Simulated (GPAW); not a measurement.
```yaml
crystal:
  lattice:
    - [0.00000, 3.85691, 3.85691]
    - [3.85691, 0.00000, 3.85691]
    - [3.85691, 3.85691, 0.00000]
  atoms:
    - { symbol: Sr, position: [0.75000, 0.75000, 0.75000] }
    - { symbol: Sr, position: [0.50000, 0.50000, 0.50000] }
    - { symbol: Pd, position: [0.12500, 0.62500, 0.12500] }
    - { symbol: Pd, position: [0.12500, 0.12500, 0.12500] }
    - { symbol: Pd, position: [0.62500, 0.12500, 0.12500] }
    - { symbol: Pd, position: [0.12500, 0.12500, 0.62500] }
```

Method: PBEsol, GPAW PAW datasets PBEsol (made by gpaw-setup) (plane waves; GPAW 25.7.0).

The set-up and first iterations of a GPAW log for SrPd₂ (Fd-3m, 6 atoms in the cell):

```
Input parameters:
  convergence: {forces: 0.001}
  kpts: [7 7 7]
  maxiter: 120
  mode: {ecut: 600.0,
         name: pw}
  nbands: -12
  occupations: {name: methfessel-paxton,
                order: 0,
                width: 0.136}
  symmetry: {symmorphic: False,
             tolerance: 0.0005}
  xc: PBEsol

species:
  Sr:
    name: Strontium
    Z: 38.0
    valence: 10
    core: 28
    charge: 0.0
    file: Sr.PBEsol.gz

    # Using partial waves for Sr as LCAO basis

  Pd:
    name: Palladium
    Z: 46.0
    valence: 16
    core: 30
    charge: 0.0
    file: Pd.PBEsol.gz

    # Using partial waves for Pd as LCAO basis

Reference energy: -721531.572033  # eV

Spin-paired calculation

Convergence criteria:
 Maximum [total energy] change in last 3 cyles: 0.0005 eV / valence electron
 Maximum integral of absolute [dens]ity change: 0.0001 electrons / valence electron
 Maximum integral of absolute [eigenst]ate change: 4e-08 eV^2 / valence electron
   [... lines left out ...]
  Linear mixing parameter: 0.05
  old densities: 5
  Damping of long wavelength oscillations: 50

Hamiltonian:
  XC and Coulomb potentials evaluated on a 64*64*64 grid
  External potential:
    NoExternalPotential

XC parameters: PBEsol with 2 nearest neighbor stencil

Number of atoms: 6
Number of atomic orbitals: 58
Number of bands in calculation: 54
Number of valence electrons: 84
Bands to converge: occupied

Density initialized from atomic densities
  54 bands from LCAO basis set

Atomic positions and initial magnetic moments

Positions:
   0 Sr     5.785368    5.785368    5.785368    ( 0.0000,  0.0000,  0.0000)
   1 Sr     3.856912    3.856912    3.856912    ( 0.0000,  0.0000,  0.0000)
   2 Pd     2.892684    0.964228    2.892684    ( 0.0000,  0.0000,  0.0000)
   3 Pd     0.964228    0.964228    0.964228    ( 0.0000,  0.0000,  0.0000)
   4 Pd     0.964228    2.892684    2.892684    ( 0.0000,  0.0000,  0.0000)
   5 Pd     2.892684    2.892684    0.964228    ( 0.0000,  0.0000,  0.0000)

Unit cell:
           periodic     x           y           z      points  spacing
  1. axis:    yes    0.000000    3.856912    3.856912    32     0.1392
  2. axis:    yes    3.856912    0.000000    3.856912    32     0.1392
  3. axis:    yes    3.856912    3.856912    0.000000    32     0.1392

  Lengths:   5.454497   5.454497   5.454497
  Angles:   60.000000  60.000000  60.000000

Effective grid spacing dv^(1/3) = 0.1519
     iter     time        total  log10-change:
                         energy   eigst   dens  force
iter:   1 --:--:--   -35.986662
iter:   2 --:--:--   -31.960908   -0.63  -1.04
iter:   3 --:--:--   -27.277045   -0.18  -1.13
iter:   4 --:--:--   -26.360813   -2.08  -1.67
iter:   5 --:--:--   -29.270756   -0.62  -1.74
```

Question: How does the run end?

Answer: The run converged in 30 iterations. Its thresholds were met; that alone does not show that basis and mesh suffice. It ends on: free energy E − TS (from the program's reference atoms) -25.8131 eV; Fermi level (on the code's own zero) 8.77 eV; pressure 3.13 GPa. The log goes on:

```
   [... 2 lines left out ...]
iter:   8 --:--:--   -26.918380   -3.13  -1.62
iter:   9 --:--:--   -25.932723   -1.56  -1.67
iter:  10 --:--:--   -25.849119   -2.32  -2.07
iter:  11 --:--:--   -25.838080   -1.99  -2.29
iter:  12 --:--:--   -25.813405c  -3.85  -2.40
iter:  13 --:--:--   -25.819144c  -4.10  -2.56
iter:  14 --:--:--   -25.818700c  -5.08  -2.48
iter:  15 --:--:--   -25.806482c  -3.87  -2.48
iter:  16 --:--:--   -25.799222c  -3.46  -2.62
   [... 6 lines left out ...]
iter:  23 --:--:--   -25.799373c  -6.09  -3.58
iter:  24 --:--:--   -25.799310c  -6.04  -3.85
iter:  25 --:--:--   -25.799311c  -6.97  -3.97
iter:  26 --:--:--   -25.799313c  -6.49  -4.00
iter:  27 --:--:--   -25.799308c  -7.41c -4.02c
iter:  28 --:--:--   -25.799312c  -6.48  -4.08c
iter:  29 --:--:--   -25.799304c  -7.21  -4.38c
iter:  30 --:--:--   -25.799300c  -7.57c -4.47c -17.03c
Converged after 30 iterations.

Dipole moment: (-23.612956, -23.612956, -23.612956) |e|*Ang

Energy contributions relative to reference atoms: (reference = -721531.572033)

Kinetic:         -6.335866
Potential:       -3.750724
External:        +0.000000
XC:             -14.383410
Entropy (-ST):   -0.027654
Local:           -1.315472
SIC:             +0.000000
--------------------------
Free energy:    -25.813127
Extrapolated:   -25.799300

Showing only first 2 kpts
 Kpt  Band  Eigenvalues  Occupancy
  0    40      8.78885    0.87493
  0    41      9.14365    0.00012
  0    42      9.14365    0.00012
  0    43      9.79688    0.00000

  1    40      8.35304    1.99999
  1    41      9.10558    0.00056
  1    42      9.46134    0.00000
  1    43      9.84189    0.00000

Fermi level: 8.77372

No gap
No difference between direct/indirect transitions
Energy (eV): -25.7993

Forces in eV/Ang:
  0 Sr   -0.00000   -0.00000    0.00000
  1 Sr   -0.00000    0.00000   -0.00000
  2 Pd    0.00000    0.00000    0.00000
  3 Pd    0.00000   -0.00000    0.00000
  4 Pd   -0.00000    0.00000    0.00000
  5 Pd    0.00000    0.00000    0.00000

Stress tensor:
    -0.019535    -0.000000     0.000000
    -0.000000    -0.019535     0.000000
     0.000000     0.000000    -0.019535
Stress (GPa, Voigt): [-3.1299 -3.1299 -3.1299  0.      0.     -0.    ]
```

For comparison: a first run was changed to give this one (lattice scaled by 0.98), and from it to this one the free energy hardly moves (within 1 meV/atom) and the pressure goes from -2.66 to 3.13 GPa.

The starting cell comes from a database of computed structures (which also holds hypothetical and non-ambient phases and stackings), without a prior relaxation at this level. For this run, on top of that: lattice scaled by 0.98. Spin polarisation is off. With a pressure of about 3 GPa the cell is away from its equilibrium volume at this level.

The run was DFT PBEsol, plane waves, GPAW PAW datasets PBEsol (made by gpaw-setup). Main settings of its input:

| setting | value |
|---|---|
| mode | pw |
| ecut | 600 eV |
| xc | PBEsol |
| kpts | 7 7 7 |
| mesh shift (steps) | 0 0 0 |
| occupations.name | methfessel-paxton |
| occupations.width | 0.136 eV |
| occupations.order | 0 |
| nbands | -12 |
| convergence.forces | 0.001 eV/Å |
| symmetry.symmorphic | false |
| symmetry.tolerance | 0.0005 |
